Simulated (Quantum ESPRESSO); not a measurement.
Worked example: self-consistent single point of AlNi3 (Pm-3m, 4 atoms in the cell) in Quantum ESPRESSO.

Method: LDA (PZ), PSlibrary PAW (LDA) pseudopotentials (plane waves; Quantum ESPRESSO).

```
CELL_PARAMETERS angstrom
      3.47690     0.00000     0.00000
      0.00000     3.47690     0.00000
      0.00000     0.00000     3.47690
ATOMIC_POSITIONS crystal
  Al 0.00000 0.00000 0.00000
  Ni 0.00000 0.50000 0.50000
  Ni 0.50000 0.00000 0.50000
  Ni 0.50000 0.50000 0.00000
```
Moments meant for the start (each program seeds them in its own way; μB, in the order of the atoms Al Ni Ni Ni): 0.0 2.0 2.0 2.0.

Reference input (self-consistent single point, DFT, LDA (PZ), plane waves, PSlibrary PAW (LDA) pseudopotentials): ecutwfc = 50 Ry; ecutrho = 300 Ry; occupations = smearing; smearing = marzari-vanderbilt; degauss = 0.0099958 Ry; nspin = 2; potentials = {Al: Al.pz-n-kjpaw_psl.1.0.0.UPF, Ni: Ni.pz-n-kjpaw_psl.1.0.0.UPF}; K_POINTS = automatic 10 10 10 0 0 0; conv_thr = 1e-10 Ry; mixing_beta = 0.2. This run's input differs from it in these lines:

```diff
@@ -25,2 +25,3 @@
   mixing_beta = 0.2,
+  tqr = .true.,
 /
```

Log, with long lists cut:

```
     Self-consistent Calculation

     iteration #  1     ecut=    50.00 Ry     beta= 0.20

---- Real-time Memory Report at c_bands before calling an iterative solver
           176 MiB given to the printing process from OS
           143 MiB allocation reported by mallinfo(arena+hblkhd)
------------------

     Threshold (ethr) on eigenvalues was too large:
     Diagonalizing with lowered threshold

---- Real-time Memory Report at c_bands before calling an iterative solver
           181 MiB given to the printing process from OS
           144 MiB allocation reported by mallinfo(arena+hblkhd)
------------------

   [... lines left out ...]
     absolute magnetization    =     0.67 Bohr mag/cell

     iteration # 18     ecut=    50.00 Ry     beta= 0.20

---- Real-time Memory Report at c_bands before calling an iterative solver
           198 MiB given to the printing process from OS
           158 MiB allocation reported by mallinfo(arena+hblkhd)
------------------

     Magnetic moment per site  (integrated on atomic sphere of radius R)
     atom   1 (R=0.292)  charge=  1.2861  magn= -0.0095
     atom   2 (R=0.292)  charge=  8.7871  magn=  0.2089
     atom   3 (R=0.292)  charge=  8.7871  magn=  0.2089
     atom   4 (R=0.292)  charge=  8.7871  magn=  0.2089
     End of self-consistent calculation

     the Fermi energy is    13.3495 ev

!    total energy              =    -580.16890476 Ry
     estimated scf accuracy    <          2.3E-11 Ry
     smearing contrib. (-TS)   =       0.00027982 Ry
     internal energy E=F+TS    =    -580.16918458 Ry

      -> PAW hartree energy AE =     258.02016768 Ry
      -> PAW hartree energy PS =    -256.92711050 Ry
      -> PAW xc energy AE      =    -402.83718084 Ry
      -> PAW xc energy PS      =     126.55518810 Ry
      -> total E_H with PAW    =      73.25808463 Ry
      -> total E_XC with PAW   =    -402.29259718 Ry

     total magnetization       =     0.59 Bohr mag/cell
     absolute magnetization    =     0.67 Bohr mag/cell

     convergence has been achieved in  18 iterations

     Forces acting on atoms (cartesian axes, Ry/au):

   [... lines left out ...]
   [... zero for the other atoms too ...]

     Total force =     0.000000     Total SCF correction =     0.000000

          total   stress  (Ry/bohr**3)                   (kbar)     P=        1.08
   0.00000734   0.00000000   0.00000000            1.08        0.00        0.00
   0.00000000   0.00000734   0.00000000            0.00        1.08        0.00
   0.00000000   0.00000000   0.00000734            0.00        0.00        1.08

   JOB DONE.
```

The run converged in 18 iterations. Against the reference run the free energy stays essentially unchanged (within 1 meV/atom), the pressure goes from 0.36 to 0.11 GPa and the size of the net moment stays at 0.15 μB/atom.

The starting cell comes from a database of computed structures (which also holds hypothetical and non-ambient phases and stackings), without a prior relaxation at this level. Its lattice was rescaled by a random factor within 2.5 % of one. The moments shrank to a small part of their start, a low-spin state that need not be the lowest.

Cost on one core of a shared machine: roughly 80 s.
